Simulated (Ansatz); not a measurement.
# LiNbO3: biaxial strain +3.71 %, plane normal [001], relaxed out of plane

The parent structure is LiNbO3 (space group R3c, No. 161).

```
LiNbO3
1.0
    2.56838     1.48285     4.62904
   -2.56838     1.48285     4.62904
    0.00000    -2.96571     4.62904
Li Nb O
2 2 6
Direct
  0.70208   0.70208   0.70208
  0.20208   0.20208   0.20208
  0.98410   0.98410   0.98410
  0.48410   0.48410   0.48410
  0.62226   0.87652   0.26475
  0.87652   0.26475   0.62226
  0.26475   0.62226   0.87652
  0.76475   0.37652   0.12226
  0.37652   0.12226   0.76475
  0.12226   0.76475   0.37652
```

Cartesian axes are those of the cell as printed.

Perturbation: biaxial strain +3.71 %, plane normal [001], relaxed out of plane (Cartesian); in-plane vectors clamped, the third vector and the atoms free.

Method: plane-wave PAW DFT at the r2SCAN level (Ansatz, a program for electronic structure, 500 eV), scalar-relativistic without spin-orbit coupling, earlier PAW set. Settings: 8×8×8 k-points, 0.05 eV Fermi–Dirac smearing.

The volume per atom grows by 0.59 Å³ to 11.17 Å³ and the space group stays R3c (No. 161). The shortest interatomic distance increases by 0.006 Å to 1.884 Å and the energy increases by 19 meV/atom. The band gap shrinks by 0.088 eV, from 4.01 eV to 3.93 eV (an upper bound: an edge found on the path is not a true extremum; both cells) and the out-of-plane strain is -1.83 %. The ratio −ε⊥/ε∥ comes out as 0.49 and the mean in-plane stress (compression positive) is -7.1 GPa.

Stability against distortions was not tested.
